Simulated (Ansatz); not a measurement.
Candidates (primitive cells; geometry: cell and atoms relaxed with PBEsol):
A. BP (F-43m), a = b = c = 3.1962 Å, α = β = γ = 60.00°
B. InP (F-43m), a = b = c = 4.1569 Å, α = β = γ = 60.00°
C. ZnSe (F-43m), a = b = c = 3.983 Å, α = β = γ = 60.00°
D. SiC (F-43m), a = 3.0808 Å, b = 3.0808 Å, c = 3.0808 Å, α = 60.00°, β = 60.00°, γ = 60.00°
E. ZnS (F-43m), a = b = c = 3.788 Å, α = β = γ = 60.00°

Order them by Seebeck coefficient, n-type 1e19 cm⁻³ (lowest first) at the level Ansatz (a first-principles code) with HSE06, rigid bands.

A (-331 μV/K), D (-246 μV/K), E (-119 μV/K), C (-87 μV/K), B (-61 μV/K)

Seebeck coefficients are for the stated density at 300 K, with one relaxation time for all states and whether or not that doping can be reached. Spin-orbit coupling is left out.
